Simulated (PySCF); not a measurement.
PySCF 2.14.0, unrestricted BP86/def2-svp, df: Mn(Br)(SH)(NH3)2 ([NH3]->[Mn](<-[NH3])([SH])[Br]), charge 0, multiplicity 6, 12 atoms. The geometry is a generated start, not checked to be a minimum at this level.

* **task**: energy
* **method**: bp86
* **basis**: def2-svp
* **two-electron scheme**: density fitting
* **mol.max_memory**: 3000 MB
* **mf.max_cycle**: 100
* **mf.conv_tol**: 1e-09 (default)
* **mf.grids.level**: 3 (default)
* **basis functions**: 144
* **grid points**: 156672

```xyz
12

Mn     0.4073     0.5262     0.4027
Br     2.6531     0.8382     0.2573
S     -1.1733     1.5877     1.6941
H     -1.3642     0.5818     2.5440
N      0.2668    -1.8213     0.7412
H     -0.1983    -2.3319    -0.0067
H     -0.1808    -2.0831     1.6164
H      1.2335    -2.1454     0.7838
N     -0.3297     1.1068    -1.7656
H     -1.0681     1.8003    -1.6425
H     -0.6897     0.3779    -2.3754
H      0.4434     1.5627    -2.2493
```

Charge 0 and multiplicity 6 are set for this test and not shown to be the ground state.

With the defaults (mf.init_guess = minao, mf.DIIS = CDIIS, mf.diis = true, mf.damp = 0, mf.diis_start_cycle = 1, mf.level_shift = 0, mf.diis_space = 8) it converges in 36 Fock builds. One run each on 2 threads, 1 BLAS thread, with these changes:
- mf.diis_space = 3
- mf.level_shift = 0.1 Hartree
- mf.init_guess = huckel
- mf.init_guess = sap
- mf.diis_space = 20
- mf.diis = false
- mf.DIIS = EDIIS
- mf.diis = false, mf.damp = 0.7, mf.diis_start_cycle = 999
- mf.diis_space = 5

Q: Name the settings that don't reach the solution of the defaults.

A: No convergence: mf.init_guess = huckel; mf.DIIS = EDIIS; mf.diis = false; mf.diis = false, mf.damp = 0.7, mf.diis_start_cycle = 999 (the run ends without SCF convergence in 100 cycles). The rest reach the solution of the defaults.

```json
[
 {"setting": "mf.init_guess = sap", "Fock builds": "22", "end": "same solution"},
 {"setting": "the defaults", "Fock builds": "36", "end": "same solution"},
 {"setting": "mf.diis_space = 5", "Fock builds": "38", "end": "same solution"},
 {"setting": "mf.level_shift = 0.1 Hartree", "Fock builds": "51", "end": "same solution"},
 {"setting": "mf.diis_space = 3", "Fock builds": "77", "end": "same solution"},
 {"setting": "mf.diis_space = 20", "Fock builds": "84", "end": "same solution"},
 {"setting": "mf.init_guess = huckel", "Fock builds": "101", "end": "no convergence"},
 {"setting": "mf.DIIS = EDIIS", "Fock builds": "101", "end": "no convergence"},
 {"setting": "mf.diis = false", "Fock builds": "101", "end": "no convergence"},
 {"setting": "mf.diis = false, mf.damp = 0.7, mf.diis_start_cycle = 999", "Fock builds": "101", "end": "no convergence"}
]
```
